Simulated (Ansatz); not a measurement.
Consider SiC in the wurtzite structure (space group P6_3mc, No. 186; a = 3.092 Å, c = 5.074 Å). Axes: x lies along a and z along c of the hexagonal cell.

Method: PBE/PAW in Ansatz (a program for electronic structure), spin-orbit coupling left out.

Before the change:

Band gap: 2.31 eV
Gap character: indirect, Γ → K

The change: biaxial strain +3.00 %, plane normal [001], relaxed out of plane (Cartesian); in-plane vectors clamped, the third vector and the atoms free.

Q: Predict the new band gap.

A: The band gap rises by 0.01 eV, from 2.31 eV to 2.32 eV.

Q: What happens to the in-plane stress?

A: The mean in-plane stress (compression positive) comes out as -15.4 GPa.

Q: What does the calculation give for the ratio −ε⊥/ε∥ after the change?

A: The ratio −ε⊥/ε∥ amounts to 0.17.

Q: Predict the new gap character.

A: The gap character changes from indirect, Γ → K to indirect, Γ → M.

Whether these cells are dynamically stable was not tested.
